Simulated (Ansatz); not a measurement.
Input:

```xyz
5
Lattice="6.0266 0.0000 0.0000 3.0133 5.2192 0.0000 3.0133 -1.7397 2.3592" Properties=species:S:1:pos:R:3 pbc="T T T"
Ba     0.0000     0.0000     0.0000
Hf     3.0133     1.7397     1.1796
O      3.0133     0.0000     0.0000
O      1.5067     2.6096     0.0000
O      4.5200     2.6096     0.0000
```

No spin polarisation.

All numbers come from PBEsol (Ansatz, an electronic-structure program; PAW; 420 eV plane waves; no SOC). Γ-centred 8×8×8 mesh, Fermi–Dirac width 0.05 eV.

Q: Predict the in-plane stress, band gap and electron mass.

A: The mean in-plane stress (compression positive) is -7.5 GPa, the band gap is 3.23 eV and the electron mass comes out as 0.48 mₑ out of plane, 0.44 mₑ in plane (at Γ).

With Hf present, leaving out spin-orbit coupling can change the band edges. The cells carry an imposed strain or load. Effective masses come from finite differences of ±0.01 Å⁻¹. Stability against distortions was not tested. The cell was made from BaHfO3 in the cubic perovskite structure (space group Pm-3m, No. 221) by this change: biaxial strain +2.50 %, plane normal [111], relaxed out of plane.
